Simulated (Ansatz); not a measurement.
System: SiGe (model structure, Pmma, No. 51, 4 atoms in the cell). Method: LDA in Ansatz (PAW).

Run with plane-wave cutoff 520 eV, 10×10×6 k mesh (along the axes of the cell as run), Fermi–Dirac smearing 0.01 eV, scalar-relativistic PAW data made under PBE.

Cell (relaxed with PBEsol):

```cif
data_Ge2Si2
_chemical_formula_sum 'Si2 Ge2'
_space_group_name_H-M_alt 'P 1'
_space_group_IT_number 1
_cell_length_a 3.91776
_cell_length_b 3.92331
_cell_length_c 5.54134
_cell_angle_alpha 90.000
_cell_angle_beta 90.000
_cell_angle_gamma 90.000
loop_
_space_group_symop_operation_xyz
  'x, y, z'
loop_
_atom_site_label
_atom_site_type_symbol
_atom_site_fract_x
_atom_site_fract_y
_atom_site_fract_z
_atom_site_occupancy
Si1 Si 0.75000 0.00000 0.88024 1
Si2 Si 0.25000 0.00000 0.11976 1
Ge1 Ge 0.25000 0.50000 0.36918 1
Ge2 Ge 0.75000 0.50000 0.63082 1
```

Q: Give the computed band gap and smallest direct gap on the k points sampled.

A: 
- band gap = 0.23 eV (indirect)
- smallest direct gap on the k points sampled = 0.49 eV

Note: the relaxation could raise the start's symmetry but not lower it, so the cell can be a saddle point; cell and atoms aren't relaxed at this level (largest force component 0.03 eV/Å, pressure -1.8 GPa).

Spin–orbit coupling is not included.

Computed values are for the static lattice.

A model structure was made by putting elements into a prototype or built by hand; it is no filed structure, need not be a known phase, and can be a saddle point held by its symmetry.

Ansatz is a first-principles code.
